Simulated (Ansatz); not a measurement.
Ansatz (an electronic-structure program) run on Sr₂SeS (R-3m, 4 atoms in the cell): relaxation of cell and atoms.

Computed with LDA (PW92), PAW files made with PBE (plane waves; Ansatz).

```
CELL_PARAMETERS angstrom
      2.17815     1.25756     7.12217
     -2.17815     1.25756     7.12217
      0.00000    -2.51512     7.12217
ATOMIC_POSITIONS crystal
  Sr 0.24718 0.24718 0.24718
  Sr 0.75282 0.75282 0.75282
  Se 0.00000 0.00000 0.00000
  S  0.50000 0.50000 0.50000
```

Reference input (self-consistent single point, DFT, LDA (PW92), plane waves, PAW files made with PBE): basis.ecutwfc = 420 eV; kpoints.mp_grid.grid = 6 6 6; hamiltonian.xc = lda; hamiltonian.pseudopotentials = {kind: paw} (the program's default PAW files); scf.occupations.method = fixed. This run's input differs from it in these lines:

```diff
@@ -19,2 +19,4 @@
   occupations: { method: fixed }
+relax:
+  cell: {}
 output:
```

Log, with long lists cut:

```
   [... SCF lines of the steps left out ...]
relax step   1: F+E_penalty+E_count = -13150.10023303 eV  Δ(F+E_penalty+E_count) = +0.000e0 eV  max|allowed force component| = 1.469e-2 eV/Å  Δτ_max = 0.0000 Å  P = -3.411 GPa  Ω = 117.052 Å³  (9 SCF iters, dr2 threshold 1.00e-7 eV, accepted)
relax step   2: F+E_penalty+E_count = -13150.17782410 eV  Δ(F+E_penalty+E_count) = -7.759e-2 eV  max|allowed force component| = 6.443e-2 eV/Å  Δτ_max = 0.0049 Å  P = +1.793 GPa  Ω = 105.370 Å³  energy of the carried Pulay correction = +7.605e-4 eV  [...]
   [... lines left out ...]
relax step   5: F+E_penalty+E_count = -13150.19595027 eV  Δ(F+E_penalty+E_count) = -8.525e-5 eV  max|allowed force component| = 2.368e-4 eV/Å  Δτ_max = 0.0027 Å  P = -0.004 GPa  Ω = 108.691 Å³  energy of the carried Pulay correction = +5.363e-4 eV  [...]
relax step   6: F+E_penalty+E_count = -13150.19539369 eV  Δ(F+E_penalty+E_count) = +5.566e-4 eV  max|allowed force component| = 1.817e-4 eV/Å  Δτ_max = 0.0000 Å  P = -0.003 GPa  Ω = 108.691 Å³  stress off target by 5.77e-3 GPa  SCF on the basis [...]
basis re-selected at this cell: Δ(F+E_penalty+E_count) = +5.566e-4 eV, ΔP = +0.001 GPa vs the last step
the relaxation is at rest under the 12 symmetry operations that the run kept from its start: a minimum is not shown …
Stability not checked: this state was not tested for a lower state beside it, because too few of the mixer's solves of this state at the end of the SCF gave a …
Free energy (F): -13150.195394 eV
Internal energy: -13150.195394 eV  (E = F + TS)
   [... lines left out ...]
Fermi energy:    6.627621 eV
  cell:  # Å, volume = 108.6908 Å³
   [... lines left out ...]
  atoms:
    - { symbol: Sr, position: [0.24716392336090287, 0.24716392336090287, 0.24716392336090293] }
    - { symbol: Sr, position: [0.7528360766390977, 0.7528360766390977, 0.7528360766390977] }
    - { symbol: Se, position: [1.7129355302789887e-27, 1.7129356214623574e-27, -3.4258705947915774e-27] }
    - { symbol: S, position: [0.5000000000000002, 0.5000000000000002, 0.5000000000000002] }
```

The run converged. 

Summary of the result:
```
Item                                                                                                                    Result
------------------------------------------------  ----------------------------------------------------------------------------
Free energy E − TS (on the zero of these files)                                                                 -13150.1954 eV
Top of the valence band (on the code's own zero)                                                                       6.63 eV
Gap on the k-point mesh                                                                                                1.95 eV
Pressure                                                                                                              0.00 GPa
Final cell                                        a = 7.3682 Å, b = 7.3682 Å, c = 7.3682 Å, α = 33.53°, β = 33.53°, γ = 33.53°
Final volume per atom                                                                                                 27.17 Å³
Relaxation steps                                                                                                             6
```

The starting cell comes from a database of computed structures (which also holds hypothetical and non-ambient phases and stackings), without a prior relaxation at this level. The relaxation keeps the symmetry of its start, so its end need not be a minimum. Ansatz's pressure includes its estimate of the finite-basis (Pulay) stress.

Keys are those of Ansatz 0.2.
